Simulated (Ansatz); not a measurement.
Defect: interstitial Na in monoclinic ZrO2 strained by +1.5 % along x and y, z held, charge state +1. All values below come from PBE, PAW (plane waves to 420 eV; Ansatz, a first-principles code).

Settings: 96 host sites, the strained lattice (strain from the relaxed PBE one, atoms relaxed), the Γ point alone, smearing 0.01 eV, spin-restricted, no image-charge correction. Energies are static. The charge state is imposed; whether it is stable for some Fermi level was not computed. Sites that were not tried may lie lower.

Barriers: single points on a 2×2×2 k-point mesh shifted by half a step at the bands' geometries.

Relaxed starting cell (atoms counted from 1):

```xyz
97
Lattice="10.5344 0.0000 0.0000 0.0000 10.6408 0.0000 -1.8342 0.0000 10.6048" Properties=species:S:1:pos:R:3 pbc="T T T"
Zr     0.7834     2.4157     3.7605
Zr    -0.1202     2.4326     9.0816
Zr     0.7862     7.7079     3.7635
Zr    -0.1199     7.7314     9.0776
Zr     6.0787     2.4906     3.7568
Zr     5.1673     2.4737     9.0126
Zr     6.0391     7.6230     3.7899
Zr     5.1368     7.7376     9.0528
Zr     3.5880     2.8849     1.5384
Zr     2.6223     2.8980     6.8500
Zr     3.5378     8.2106     1.5549
Zr     2.6182     8.2105     6.8678
Zr     8.8378     2.9265     1.5321
Zr     7.9030     2.8939     6.8244
Zr     8.8472     8.2288     1.5114
Zr     7.8977     8.2136     6.8118
Zr     3.0656     5.0525     4.1928
Zr     2.1783     5.0795     9.4970
Zr     2.9245    10.3939     4.2864
Zr     2.1633    10.3960     9.5166
Zr     8.3747     5.0721     4.1906
Zr     7.4612     5.0867     9.4879
Zr     8.4008    10.3899     4.1455
Zr     7.5034    10.4029     9.4131
Zr     1.2488     0.2396     1.1252
Zr     0.2906     0.2359     6.4585
Zr     1.2667     5.5498     1.1227
Zr     0.3246     5.5613     6.4288
Zr     6.6753     0.2775     0.8921
Zr     5.5758     0.2620     6.3989
Zr     6.5212     5.5648     1.1008
Zr     5.5812     5.5438     6.4356
O     -0.4432     0.9133     4.5118
O     -1.3326     0.9163     9.7986
O     -0.4517     6.2333     4.5174
O     -1.3584     6.2479     9.8201
O      4.7286     0.9790     4.5561
O      3.9255     0.9429     9.7628
O      4.8203     6.1828     4.5237
O      3.9052     6.2502     9.8146
O      4.7993     4.3917     0.7888
O      3.8561     4.3848     6.1044
O      4.8157     9.7392     0.8387
O      3.8216     9.7269     6.1278
O     10.0630     4.4040     0.7937
O      9.1419     4.3875     6.0937
O     10.0561     9.7220     0.7594
O      9.0943     9.7242     6.0830
O      4.3396     3.5860     3.4391
O      3.4173     3.5967     8.7402
O      4.2097     8.7916     3.5273
O      3.4024     8.8998     8.7701
O      9.5981     3.5816     3.4365
O      8.6720     3.5840     8.7431
O      9.6037     8.8867     3.4353
O      8.6950     8.8970     8.7188
O      0.0074     1.7351     1.8515
O     -0.9184     1.7356     7.1648
O      0.0151     7.0395     1.8655
O     -0.9075     7.0503     7.1644
O      5.3145     1.7189     1.8473
O      4.3583     1.7536     7.1613
O      5.2682     7.0457     1.8723
O      4.3537     7.0553     7.1631
O      1.4971     3.9233     5.1638
O      0.5927     3.9499    10.4676
O      1.4255     9.2458     5.2096
O      0.5928     9.2659    10.4925
O      6.7706     3.9738     5.1648
O      5.8544     3.9909    10.4616
O      6.7204     9.2911     5.0417
O      5.8740     9.3307    10.3757
O      2.8486     1.3617     0.1628
O      1.8903     1.3342     5.4723
O      2.8456     6.6849     0.1532
O      1.9213     6.6724     5.4495
O      8.1794     1.4333     0.0525
O      7.1632     1.3871     5.3971
O      8.0987     6.7307     0.1390
O      7.1760     6.6864     5.4508
O      2.3645     1.2681     2.8177
O      1.4526     1.2910     8.1191
O      2.3746     6.5851     2.7940
O      1.4619     6.6152     8.1068
O      7.6486     1.2714     2.7445
O      6.7415     1.2886     8.0421
O      7.6390     6.5818     2.7999
O      6.7250     6.5966     8.0945
O      1.9657     4.0054     2.5150
O      1.0399     4.0300     7.8183
O      1.9176     9.3416     2.5387
O      1.0280     9.3522     7.8470
O      7.2238     4.0119     2.5148
O      6.3021     4.0118     7.8058
O      7.2764     9.3521     2.4103
O      6.3294     9.3404     7.7454
Na     5.4491    -0.2613     3.0403
```
Cell charge +1.

End state 1 differs by these moves (Å; atoms that move under 0.08 Å are left out):

```json
[
 {"atom": "7", "element": "Zr", "Δx": "-0.02", "Δy": "0.13", "Δz": "-0.03"},
 {"atom": "9", "element": "Zr", "Δx": "-0.02", "Δy": "0.13", "Δz": "-0.03"},
 {"atom": "19", "element": "Zr", "Δx": "0.01", "Δy": "-0.04", "Δz": "0.12"},
 {"atom": "29", "element": "Zr", "Δx": "0.01", "Δy": "-0.04", "Δz": "0.12"},
 {"atom": "37", "element": "O", "Δx": "0.06", "Δy": "-0.08", "Δz": "-0.09"},
 {"atom": "43", "element": "O", "Δx": "0.06", "Δy": "-0.08", "Δz": "-0.09"},
 {"atom": "51", "element": "O", "Δx": "0.08", "Δy": "0.12", "Δz": "-0.07"},
 {"atom": "61", "element": "O", "Δx": "0.08", "Δy": "0.12", "Δz": "-0.07"},
 {"atom": "71", "element": "O", "Δx": "0.04", "Δy": "-0.02", "Δz": "0.10"},
 {"atom": "73", "element": "O", "Δx": "0.04", "Δy": "-0.02", "Δz": "0.10"},
 {"atom": "81", "element": "O", "Δx": "-0.04", "Δy": "0.02", "Δz": "0.07"},
 {"atom": "95", "element": "O", "Δx": "-0.04", "Δy": "0.02", "Δz": "0.07"},
 {"atom": "97", "element": "Na", "Δx": "-1.29", "Δy": "0.52", "Δz": "-0.78"}
]
```

Task: What forward and backward barriers to end state 1 does PBE, PAW give?

Result: forward 0.15 eV, backward 0.15 eV; at the saddle point atom 97 has neighbours 4 O at 2.11, 2 O at 2.70; 2 Zr at 2.59 Å. The saddle point's order was not checked, and it lies on a symmetry element of the cell, where a band can be held.

End state 2 differs by these moves (Å; atoms that move under 0.08 Å are left out):

```
atom  element     Δx     Δy     Δz
----  -------  -----  -----  -----
7          Zr  -0.01   0.09  -0.04
8          Zr   0.16  -0.04  -0.21
11         Zr  -0.16   0.01   0.08
19         Zr   0.15   0.01  -0.07
29         Zr  -0.18   0.08   0.25
31         Zr   0.02  -0.08   0.01
32         Zr   0.04  -0.04  -0.07
37          O   0.08  -0.06  -0.04
43          O  -0.15   0.09   0.04
51          O   0.07   0.10  -0.05
61          O  -0.04   0.07   0.03
63          O  -0.08  -0.05   0.03
71          O   0.07  -0.01   0.05
77          O  -0.08  -0.04   0.10
88          O   0.08  -0.05  -0.09
95          O  -0.10  -0.03  -0.02
97         Na   0.46  -2.14  -2.65
```

Task: Predict the forward and backward barriers to end state 2 from PBE, PAW.

Result: forward 2.19 eV, backward 2.19 eV; at the saddle point atom 97 has neighbours O at 1.97, O at 1.99, O at 2.12, O at 2.14; Zr at 2.43 Å. The saddle point's order was not checked.
